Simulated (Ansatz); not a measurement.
The structure below was relaxed with Ansatz (a quantum-chemistry and plane-wave program) PBEsol-D3(BJ), no spin-orbit coupling.

```xyz
2
Lattice="0.0000 2.3722 2.3722 2.3722 0.0000 2.3722 2.3722 2.3722 0.0000" Properties=species:S:1:pos:R:3 pbc="T T T"
Cu     2.3722     2.3722     2.3722
S      0.0000     0.0000     0.0000
```

Find the space group and the Wyckoff positions.

Space group Fm-3m (No. 225); a = 4.744 Å, b = 4.744 Å, c = 4.744 Å, α = 90.00°, β = 90.00°, γ = 90.00°

```csv
atom,site,symmetry,x,y,z
Cu,4b,m-3m,0.5000,0.5000,0.5000
S,4a,m-3m,0.0000,0.0000,0.0000
```

Whether these cells are dynamically stable was not tested. All final runs are without spin polarisation. An odd electron count without spin: CuS. The cell was made from GeS by this change: Ge → Cu; the result is a model cell, its experimental status unchecked.
